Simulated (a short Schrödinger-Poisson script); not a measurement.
Structure: MOS inversion layer, Si3N4 on p-type Ge(100), at 400 K.

| layer | material | thickness (nm) | Na (cm⁻³) |
|---|---|---|---|
| 1 | Si3N4 | 2.3 | - |
| 2 | Ge | 860 | 2.3e17 |

The device is made up for the run: typed textbook-type constants, with dimensions and the other settings drawn at random. Si3N4: permittivity 7.5, conduction-band edge (eV) 1.9, gap (eV) 5.1, electron mass (mₑ) 0.5. Ge: permittivity 16, conduction-band edge (eV) 0, gap (eV) 0.664, Nv at 300 K (cm⁻³) 6e18.

Channel valleys (confinement mass, in-plane density-of-states mass, number): L4 0.12, 0.295, 4. At the gate the conduction-band edge of layer 1 lies 1.95 eV − eVg above the Fermi level of the channel; the field vanishes at the back. Gaps are held at their typed values at every temperature. Mesh 0.03 nm at interfaces.

Solved with a short Schrödinger-Poisson script written for these runs: 1D Poisson equation in equilibrium, electrons classical, Boltzmann, parabolic valleys, classical holes, full ionisation, no traps, pinning or gate leakage.

The same stack at other levels of the model or other numerical settings:

```
run                                          sheet density of all electrons at Vg = 0.85 V (cm⁻²)  sheet density of all electrons at Vg = 0.25 V (cm⁻²)  capacitance at Vg = 0.85 V (μF/cm²)  centroid of the channel electrons at Vg = 0.85 V (nm)  rough cost against the base
-------------------------------------------  ----------------------------------------------------  ----------------------------------------------------  -----------------------------------  -----------------------------------------------------  ---------------------------
base                                                                                      1.12e13                                               2.17e12                                 2.62                                                   0.93                      about 1
electrons treated as classical, Fermi-Dirac                                               1.04e13                                               2.09e12                                 2.35                                                   1.30                            6
electrons treated as quantum, Hartree                                                     7.80e12                                               1.29e12                                 1.94                                                   3.17                           20
mesh six times as coarse                                                                  1.10e13                                               2.13e12                                 2.57                                                   1.02                          0.5
```

The classical rows ignore confinement, and Boltzmann statistics overrate the density once the band edge passes the Fermi level.

Only the L valleys are kept; under strong confinement the Δ valleys of Ge fill too.
